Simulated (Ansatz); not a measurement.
Start from Mg$_{2}$Sn (space group Fm-3m, No. 225; a = 6.746 Å).

Modification: Si takes the place of Sn on all its sites, then cell and atoms are relaxed.

Levels (all Ansatz, a program for electronic structure, PAW, earlier PAW set): PBEsol (420 eV, no SOC); HSE06 (420 eV, scalar-relativistic without spin-orbit coupling); HSE06+SOC (420 eV, spin-orbit coupling included).

One geometry, relaxed with PBEsol, under each level:

The valence-band top lists the three highest levels at Γ (Kramers pairs under SOC), from the VBM.

| level | band gap | lowest conduction level above the VBM at special points | valence-band top at Γ |
|---|---|---|---|
| PBEsol | 0.12 eV | X 0.12 eV; U 0.65 eV; K 0.65 eV; Γ 1.88 eV | 0.00, 0.00, 0.00 eV |
| HSE06 | [?] | [?] | – |
| HSE06+SOC | [?] | [?] | [?] |

Q: Give the withheld HSE06 and HSE06+SOC results.

A: 
- HSE06, band gap: 0.56 eV
- HSE06, lowest conduction level above the VBM at special points: X 0.56 eV; U 1.14 eV; K 1.14 eV; Γ 2.57 eV
- HSE06+SOC, band gap: 0.55 eV
- HSE06+SOC, lowest conduction level above the VBM at special points: X 0.55 eV; U 1.13 eV; K 1.13 eV; Γ 2.56 eV
- HSE06+SOC, valence-band top at Γ: 0.00, 0.00, -0.04 eV

Single points use the geometry relaxed with PBEsol. HSE06 was sampled on its mesh, a few special points and the semilocal edge points, so its gap is an upper bound. The spin-orbit shifts are approximate. Stability against distortions was not tested. A zero or small gap of Mg2Si can be the functional's error rather than a property of the material.
